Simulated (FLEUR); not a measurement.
A self-consistent single point of K3Al (Pm-3m, 4 atoms in the cell) with FLEUR.

Computed with FLEUR with LDA (Perdew-Zunger), all-electron FLAPW (FLEUR), scalar-relativistic valence.

```
CELL_PARAMETERS angstrom
      5.77187     0.00000     0.00000
      0.00000     5.77187     0.00000
      0.00000     0.00000     5.77187
ATOMIC_POSITIONS crystal
  K  0.00000 0.50000 0.50000
  K  0.50000 0.00000 0.50000
  K  0.50000 0.50000 0.00000
  Al 0.00000 0.00000 0.00000
```

Reference input (self-consistent single point, DFT, PBEsol, all-electron FLAPW (FLEUR), scalar-relativistic valence): Kmax = 3.8 1/bohr; GmaxXC = 15.2 1/bohr; xcFunctional = PBEs; jspins = 1; l_soc = F; mode = hist; fermiSmearingEnergy = 0.00183747 Htr; mesh (inpgen div1-3) = 5 5 5; inpgen gamma flag = false; Gmax = 15.2 1/bohr; numbands = 0; maxIterBroyd = 15. This run's input differs from it in these lines:

```diff
@@ -16,3 +16,3 @@
 &comp jspins=1 /
-&exco xctyp='PBEs' /
+&exco xctyp='pz' /
 &kpt div1=5 div2=5 div3=5 /
@@ -29,3 +29,3 @@
       <coreElectrons ctail="T" frcor="F" kcrel="0" coretail_lmax="0"/>
-      <xcFunctional name="PBEs" relativisticCorrections="F"/>
+      <xcFunctional name="pz" relativisticCorrections="F"/>
       <magnetism jspins="1"/>
```

Output, abridged:

```
 Iteration:     1   Distance:       1.64426649 me/bohr^3
 Iteration:     2   Distance:       1.44893272 me/bohr^3
 Iteration:     3   Distance:       0.69041748 me/bohr^3
 Iteration:     4   Distance:       0.46318444 me/bohr^3
 Iteration:     5   Distance:       0.19813692 me/bohr^3
   [... 4 lines left out ...]
 Iteration:    10   Distance:       0.00052058 me/bohr^3
 Iteration:    11   Distance:       0.00016792 me/bohr^3
 Iteration:    12   Distance:       0.00012418 me/bohr^3
 Iteration:    13   Distance:       0.00000628 me/bohr^3
 Run finished successfully
 Stop message:
   Structural relaxation: Done

[file out, last iteration]
             iter=     14
[...]
          total density-effective poten   -3.2327832698E+03
          total charge density-energy d   -1.1312537065E+02
 Updated energy parameters for spin:           1
[...]
 fermi energy and band-weighting factors:

[...]
FERMIE:
          first approx. to ef    (T=0)  :   0.064030 htr   (energy of the highest occ. eigenvalue)
          number of occ. states  (T=0)  :        149
          first approx. to seigv (T=0)  : -15.361290 htr
          sum of weights of occ. states :  15.024000
          sum of semicore charge        :   0.000000 e
FERHIS:  Fermi-Energy by histogram:
          bandgap                     :   0.008070 htr
   [... lines left out ...]
          charge neutrality (T=0)     :   0.048000    (zero if the highest occ. eigenvalue is "entirely" occupied)
     EF_NEWTON:  Adjust Fermi-Energy by Newton-Method.
 Direct bandgap for spin            1 :    1.4967675158959158E-002  Htr
 ---->    free energy=                     -2043.6786494028 htr
   [... lines left out ...]
      extrapolation for T->0
 ---->    total electron energy=           -2043.6783440216 htr
 ***** TOTAL FORCES ON ATOMS *****
 TOTAL FORCE FOR ATOM TYPE=  1  X=  0.000   Y=  5.454   Z=  5.454
                       FX_TOT= 0.000000 FY_TOT= 0.000000 FZ_TOT= 0.000000
 TOTAL FORCE FOR ATOM TYPE=  2  X=  0.000   Y=  0.000   Z=  0.000
                       FX_TOT= 0.000000 FY_TOT= 0.000000 FZ_TOT= 0.000000
 Structural relaxation: Done
```

The run converged in 13 iterations. FLEUR gives forces in its relaxation mode, with a further iteration, so its stop message speaks of a relaxation. 

The starting cell comes from a database of computed structures (which also holds hypothetical and non-ambient phases and stackings), without a prior relaxation at this level. Values depend on the basis (sphere radii, cutoffs, local orbitals), which need not be converged. The log's line on a gap gives a spacing of levels on this mesh, which the program prints for metals too.

Cost on one core of a shared machine: roughly 2 min.
